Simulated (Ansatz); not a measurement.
# Sensitivity of a calculation on LaB2Rh3 (P6/mmm, 6 atoms in the cell) to its settings

```xyz
6
Lattice="5.4326 0.0000 0.0000 -2.7163 4.7047 0.0000 0.0000 0.0000 3.1121" Properties=species:S:1:pos:R:3 pbc="T T T"
Rh     2.7163     0.0000     1.5561
Rh     1.3581     2.3524     1.5561
Rh    -1.3581     2.3524     1.5561
La     0.0000     0.0000     0.0000
B      0.0000     3.1365     0.0000
B      2.7163     1.5682     0.0000
```

Base run A: PBEsol, default PAW files made with PBE (Ansatz, a program for electronic structure), self-consistent single point.

Its settings: kpoints.mp_grid.grid = 4 4 6; hamiltonian.xc = pbesol; hamiltonian.pseudopotentials = {kind: paw} (the program's default PAW files); scf.occupations.method = cold; scf.occupations.width = 0.272 eV.

The starting cell comes from a database of published, mostly measured structures (it also holds non-ambient and calculated ones), without a prior relaxation at this level. Its lattice was rescaled by a random factor within 2.5 % of one. Spin polarisation is off. Ansatz's pressure includes its estimate of the finite-basis (Pulay) stress. Without a gap this mesh is coarse (it stands for a supercell whose shortest vector is 19 Å).

ΔF is the free energy per atom less that of run A. 

Runs:
- B: kpoints.mp_grid.grid: 4 4 6 → 2 2 3
- C: scf.convergence.dr2_threshold: default (1e-07 eV) → 1e-08 eV
- D: kpoints.mp_grid.grid: 4 4 6 → 3 3 4; scf.occupations.width: 0.272 eV → 0.1 eV
- E: 1 x 1 x 2 supercell, mesh divided to match; kpoints.mp_grid.grid: 4 4 6 → 4 4 3
- F: scf.occupations.method: cold → methfessel_paxton; scf.occupations.width: 0.272 eV → 0.2 eV
- G: scf.mixing.preconditioner: default (the program chose Kerker) → none
- H: scf.mixing.algorithm: default (the program chose MSR1) → broyden; scf.mixing.beta: default → 0.3
- I: scf.algorithm: default → direct_min

```tsv
run	ΔF (meV/atom)	pressure (GPa)	k-points	valence electrons
A	0.00	1.51	16	68
B	-12.1	0.57	4	68
C	0.00	1.51	16	68
D	18.0	1.92	9	68
E	0.00	1.51	8	136
F	-0.08	1.52	16	68
G	0.00	1.51	16	68
H	0.00	1.51	16	68
I	0.00	1.51	16	68
```

Run C against A: The free energy hardly moves (within 1 meV/atom) and the pressure stays at 1.51 GPa.

Run D against A: The free energy rises by 18.0 meV/atom and the pressure goes from 1.51 to 1.92 GPa.

Run F against A: The free energy hardly moves (within 1 meV/atom) and the pressure stays near 1.52 GPa while the zz stress (positive for compression) goes from 2.24 to 3.02 GPa.

Keys are those of Ansatz 0.2.
